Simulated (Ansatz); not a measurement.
An Ansatz (a quantum-chemistry and plane-wave program) run: GaN with a change (holes 1.0×10^22 cm⁻³); PBEsol, PAW, 420 eV (Ansatz; no SOC).

Input:

Ansatz 0.2 input:
```yaml
crystal:
  lattice:
    - [2.9687411951, 0, 0]
    - [-1.4843705975, 2.5710052922, 0]
    - [0, 0, 5.0409407563]
  atoms:
    - { symbol: Ga, position: [0, 0, 0] }
    - { symbol: Ga, position: [0, 0, 0.5] }
    - { symbol: N, position: [0.3333333333, 0.6666666667, 0.25] }
    - { symbol: N, position: [0.6666666667, 0.3333333333, 0.75] }
basis: { ecutwfc: 420, ecutrho_ratio: 4, xc_grid: 2, fft_grid_basis: typed }
kpoints: { mp_grid: { grid: [23, 23, 12] } }
hamiltonian:
  xc: pbesol
  dispersion: none
  pseudopotentials: { kind: paw }
total_charge: 0.384757
scf: { occupations: { method: fermi_dirac, width: 0.0259 }, convergence: { dr2_threshold: 0.0000000004 } }
relax: { f_tol: 0.005, max_steps: 30 }
output: { forces: true, stress: true }
checkpoint: { write: state.ck, write_every: 1000 }
```

Output (explanatory and most iteration lines left out):

```
Relaxation: its limit of steps is 30 (relax.max_steps)
Pseudopotential: Ga, paw, valence charge 13
Pseudopotential: N, paw, valence charge 5
Crystal: 4 atoms, lattice volume = 38.476 Å³
Basis set: ecut = 420 eV, 737 PW (Γ), exchange–correlation on 40×40×72 points (8 copies of the dense FFT grid, shifted against one another)
Bands: 22, of which v1, the nominal top of the filled ones, is band 18 counted from 1 (17 counted from 0)
Symmetry: 24 space group operations
Space group: P63/mmc (ITA 194), of the structure as read, at distance tolerance 3.4e-5 Å
k-points: 392 of 6348
Functional: x = pbesol(κ = 0.804, μ = 0.12345679012345678), c = pbesol(β = 0.046)
SCF iter   1: F=—  HF=-8248.544473 eV  |F-HF|=—  |Δ(HF+E_count)|=         —  Δρ=5.16e-2  dr2=7.86e-1  ethr=1.77e-3  ⟨swp⟩=5.6  Hψ=36979  notcnv=0
SCF iter   2: F=—  HF=-8248.304062 eV  |F-HF|=—  |Δ(HF+E_count)|=   2.40e-1  Δρ=2.09e-2  dr2=1.66e-1  ethr=1.77e-3  ⟨swp⟩=2.6  Hψ=19289  notcnv=0
SCF 1 converged in 9 iterations: F = -8248.230303 eV  dr2 = 1.01e-10
relax step   1: F+E_penalty+E_count = -8248.23030283 eV  Δ(F+E_penalty+E_count) = +0.000e0 eV  max|allowed force component| = 1.480e-16 eV/Å  Δτ_max = 0.0000 Å  (9 SCF iters, accepted)
SCF converged after 9 iterations
Free energy (F): -8248.230303 eV
Internal energy: -8248.227136 eV  (E = F + TS)
E sigma→0 (E₀):  -8248.228719 eV
Entropy (-TS):   -0.003167 eV (-0.792 meV/atom)
Fermi energy:    12.211184 eV
--- Forces (eV/Å), atoms counted from 1 ---
  atom   1  Ga    -0.00000000    -0.00000000     0.00000000
  atom   2  Ga    -0.00000000    -0.00000000     0.00000000
  atom   3  N      0.00000000    -0.00000000     0.00000000
  atom   4  N      0.00000000     0.00000000     0.00000000
--- Stress (GPa, compression-positive) ---
        3.481470      -0.000000       0.000000
       -0.000000       3.481470       0.000000
        0.000000       0.000000      12.349786
  P = ⅓ Tr σ = 6.4376 GPa (64.376 kbar)
--- Relaxed structure (1 steps of the walk, 1 accepted, 0 SCFs on fresh bases) ---
  atoms:
    - { symbol: Ga, position: [0.0, 0.0, 0.0] }
    - { symbol: Ga, position: [0.0, 0.0, 0.49999999999999994] }
    - { symbol: N, position: [0.33333333333333326, 0.6666666666666665, 0.24999999999999997] }
    - { symbol: N, position: [0.6666666666666667, 0.3333333333333333, 0.7499999999999999] }
```

Carriers are added with a uniform compensating background; total energy and stress of such cells depend on the potential's zero and are not compared; many-body gap narrowing is missing at this level. Stability against distortions was not tested. The cell was made from GaN in the NiAs type structure (space group P6_3/mmc, No. 194; a model cell, its experimental status unchecked) by this change: holes 1.0×10^22 cm⁻³. This is not the structure that GaN has at room temperature and ambient pressure.
